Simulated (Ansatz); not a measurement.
## A computed series for AlRu: point defects

The reference is an 8-atom supercell of AlRu in the CsCl type structure (space group Pm-3m, No. 221) at its relaxed geometry.

```xyz
8
Lattice="2.9826 -2.9826 -2.9826 -2.9826 2.9826 -2.9826 2.9826 2.9826 2.9826" Properties=species:S:1:pos:R:3 pbc="T T T"
Al     0.0000     0.0000    -2.9826
Al     0.0000     0.0000     0.0000
Al     0.0000     2.9826     0.0000
Al     2.9826     0.0000     0.0000
Ru     1.4913     1.4913    -1.4913
Ru     1.4913     1.4913     1.4913
Ru    -1.4913     1.4913    -1.4913
Ru     1.4913    -1.4913    -1.4913
```

One neutral defect a cell, atoms relaxed at fixed cell.

Calculations: r2SCAN, PAW, 500 eV (Ansatz, a quantum-chemistry and plane-wave program; scalar-relativistic without spin-orbit coupling), earlier PAW set.

```json
[
 {"variant": "perfect supercell", "pressure": "0.0 GPa", "largest displacement of a host atom from its site in the perfect cell": "–"},
 {"variant": "Ru vacancy", "pressure": "[?]", "largest displacement of a host atom from its site in the perfect cell": "0.00 Å"},
 {"variant": "Al vacancy", "pressure": "-11.1 GPa", "largest displacement of a host atom from its site in the perfect cell": "[?]"},
 {"variant": "Al on a Ru site (antisite), symmetric start", "pressure": "4.2 GPa", "largest displacement of a host atom from its site in the perfect cell": "0.00 Å"},
 {"variant": "Sb on a Ru site", "pressure": "[?]", "largest displacement of a host atom from its site in the perfect cell": "0.39 Å"}
]
```

Problem. What belongs in the blanks?

Solution. 
- Ru vacancy, pressure: -4.9 GPa
- Al vacancy, largest displacement of a host atom from its site in the perfect cell: 0.31 Å
- Sb on a Ru site, pressure: 21.1 GPa

The cell is small, so the values are those of an ordered compound at a high defect concentration; dilute-limit values will differ. Defects with a symmetric start kept the site's symmetry and may sit on a saddle; the others started slightly shaken. The final runs are not spin-polarised.
